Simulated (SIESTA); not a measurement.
Band structure of Mg5Zn (Cm, 6 atoms in the cell).

```yaml
crystal:
  lattice:
    - [5.74653, -1.54400, 0.00000]
    - [5.74653, 1.54400, 0.00000]
    - [-1.95893, 0.00000, 7.00699]
  atoms:
    - { symbol: Mg, position: [0.99485, 0.99485, 0.01468] }
    - { symbol: Mg, position: [0.67698, 0.67698, 0.33201] }
    - { symbol: Mg, position: [0.04819, 0.04819, 0.59160] }
    - { symbol: Mg, position: [0.33338, 0.33338, 0.66501] }
    - { symbol: Mg, position: [0.72347, 0.72347, 0.95063] }
    - { symbol: Zn, position: [0.38980, 0.38980, 0.27940] }
```

Computed with LDA PW92, numerical atomic orbitals DZP, PseudoDojo LDA standard norm-conserving potentials (rewritten from UPF to PSML) run with SIESTA.

Settings: XC.functional = LDA; XC.authors = PW92; potentials = PseudoDojo LDA standard; PAO.BasisSize = DZP; PAO.EnergyShift = 0.01 Ry; MeshCutoff = 400 Ry; kgrid.MonkhorstPack = 5 5 3; OccupationFunction = FD; ElectronicTemperature = 100 meV; MaxSCFIterations = 150; SCF.Mixer.Method = Pulay; SCF.Mixer.Weight = 0.1; SCF.Mixer.History = 8; SCF.DM.Tolerance = 1.0E-05.

The starting cell comes from a database of computed structures (which also holds hypothetical and non-ambient phases and stackings), without a prior relaxation at this level. Values carry the incompleteness of an atom-centred basis.

Levels in eV from the Fermi level, bands 32 to 37:
```tsv
point	32	33	34	35	36	37
Γ	-4.66	-2.85	-2.81	-1.96	-1.49	2.40
Y	-4.53	-4.40	-2.37	-2.32	2.75	3.43
F	-3.86	-3.44	-3.25	-1.78	0.27	2.19
L	-5.17	-5.07	-1.25	-1.10	1.70	2.14
I	-2.55	-2.41	-1.57	-1.50	1.13	1.54
I1	-2.55	-2.41	-1.57	-1.50	1.13	1.54
Z	-3.16	-3.06	-1.33	-1.21	-0.65	-0.15
F1	-3.86	-3.44	-3.25	-1.78	0.27	2.19
X1	-2.22	-1.91	-1.89	0.04	0.16	1.08
X	-2.22	-1.91	-1.89	0.04	0.16	1.08
N	-2.38	-2.34	-1.19	-0.97	0.64	0.79
M	-1.39	-1.30	-0.90	-0.30	-0.20	0.15
```

Bands cross the Fermi level along this path, so the cell is metallic at this level.

Higher empty bands are left out: an atom-centred basis made for the valence describes them poorly.
